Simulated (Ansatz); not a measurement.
The reference is Pd in the fcc (Cu type) structure (space group Fm-3m, No. 225; relaxed with 0.1 eV smearing).

```yaml
crystal:
  lattice:
    - [0.00000, 1.93885, 1.93885]
    - [1.93885, 0.00000, 1.93885]
    - [1.93885, 1.93885, 0.00000]
  atoms:
    - { symbol: Pd, position: [0.00000, 0.00000, 0.00000] }
```

Level of theory: DFT with PBEsol, PAW potentials and a 420 eV plane-wave cutoff in Ansatz (an electronic-structure program), no SOC.

Before the change:

The pressure comes out as 0.0 GPa and the band gap comes out as zero.

One thing is altered: an isotropic linear strain of +2.00 %, atoms relaxed at fixed cell.

Task: What happens to the pressure?

Result: The pressure goes from zero to -10.2 GPa.

Task: What happens to the energy relative to the base?

Result: The energy grows by 30 meV/atom.

Task: What happens to the band gap?

Result: The band gap is still zero.

Whether these cells are dynamically stable was not tested. The final runs are not spin-polarised. Pd lies near a magnetic instability that expansion can trigger; it was not tested.
